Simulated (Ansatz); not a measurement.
## SiS2: pressure series

The parent structure is SiS$_{2}$ (space group Ibam, No. 72; a = 5.803 Å, b = 9.892 Å, c = 5.546 Å; made of chains).

Cell and atoms are relaxed at each pressure.

Level of theory: r2SCAN, PAW, 500 eV (Ansatz, a first-principles code; scalar-relativistic without spin-orbit coupling).

Base values:

| Item | Result |
|---|---|
| Band gap | 3.31 eV |

Question: The aim is a band gap between 2.44 eV and 2.65 eV. Which of these changes reaches it?
A. pressure 1.8 GPa
B. pressure 60 GPa
C. pressure 30 GPa
D. pressure 18 GPa
E. pressure 9 GPa

Answer: E, pressure 9 GPa. It gives 2.54 eV; pressure 30 GPa gives 1.26 eV; pressure 60 GPa gives zero; pressure 1.8 GPa gives 3.01 eV; pressure 18 GPa gives 2.02 eV. Changes not listed may reach it too

The mesh was chosen for an insulator and is coarse for the gapless case. Load acts through the strain it causes; cell and atoms are relaxed under it. Stability against distortions was not tested. Competing high-pressure phases were not computed. All final runs are without spin polarisation. No dispersion term is included, though the crystal is made of layers, chains or molecules, so its spacings can come out too wide. The zero or small gap of SiS2 under pressure 60 GPa can change with the level of theory.
